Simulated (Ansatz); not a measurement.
Here is the system:

```yaml
crystal:
  lattice:
    - [0.00000, 1.73217, 1.73217]
    - [1.73217, 0.00000, 1.73217]
    - [1.73217, 1.73217, 0.00000]
  atoms:
    - { symbol: C, position: [0.00000, 0.00000, 0.00000] }
    - { symbol: C, position: [0.25000, 0.25000, 0.25000] }
```

No spin polarisation.

Method: Kohn–Sham DFT with the LDA functional, run in Ansatz (a quantum-chemistry and plane-wave program) with PAW and 420 eV plane waves, no SOC. Γ-centred 16×16×16 mesh, Fermi–Dirac width 0.05 eV.

Question: Predict the band gap, width of the top valence band and hole mass.

Answer: The band gap comes out as 4.32 eV, the width of the top valence band is 9.14 eV and the hole mass (degenerate bands, along [100]) comes out as 0.28, 0.28, 0.57 mₑ (at Γ).

Load acts through the strain it causes; cell and atoms are relaxed under it. Effective masses come from finite differences of ±0.01 Å⁻¹. Whether these cells are dynamically stable was not tested. Competing high-pressure phases were not computed. The cell was made from C in the diamond structure (space group Fd-3m, No. 227) by this change: pressure 30 GPa.
